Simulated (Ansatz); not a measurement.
**BN: energy against strain**

BN (wurtzite, P6_3mc, 5.876 Å³/atom at rest, c along z) under an equal strain ε in the (0001) plane with the normal axis free, as in a coherent film. PBEsol in Ansatz, a plane-wave DFT program (PAW, default set), 420 eV, 15×15×8 Γ-centred mesh, Fermi-Dirac smearing 0.05 eV; ions are relaxed within the symmetry of each cell.

Here s stands for strain and y for E less E0.

| strain (%) | E less E0 (meV/atom) |
|---|---|
| -1.20 | 5.90 |
| -0.60 | 1.46 |
| 0.00 | 0.00 |
| 0.60 | 1.41 |
| 1.20 | 5.54 |
| 3.00 | ? |

Taking a parabola for y over the 5 complete rows: Least squares gives y = 0.003 - 0.1283·s + 3.9702·s². Residuals (row less fit): 0.026, -0.049, -0.003, 0.055, -0.026; standard error 0.058 (degrees of freedom: 2). Twice the quadratic coefficient over the volume, 2 × 3.9702 meV × 10⁴ × 0.1602 / 5.876 Å³, is twice the biaxial elastic modulus of this plane = 2165 ± 24 GPa.

### Question
Predict the withheld y at s = 3.00 from the fit, and compare with the calculation.

### Answer
y = 0.003 - 0.1283 × 3.0 + 3.9702 × 3.0² = 35.350 meV/atom. The calculation gives 33.07 meV/atom, 2.280 meV/atom below the prediction (6.9 % of the range of y in the table). The row lies outside the fitted rows, so this is an extrapolation. From the scatter of the fitted rows alone, a prediction at this place has a standard error of 0.375 meV/atom, so the miss is 6.1 times that.

One order more, fitted to all 11 runs of the series, follows each within 0.02, so the miss is the next term of a smooth law. BN is here a metastable high-pressure form. Rows are the converged runs of the series near zero and its far end; series whose fitted rows scatter by over a few per cent of the range, as at a crossing or softening among them, aren't shown in this form. Most that stay on the fit to the last digits aren't either.
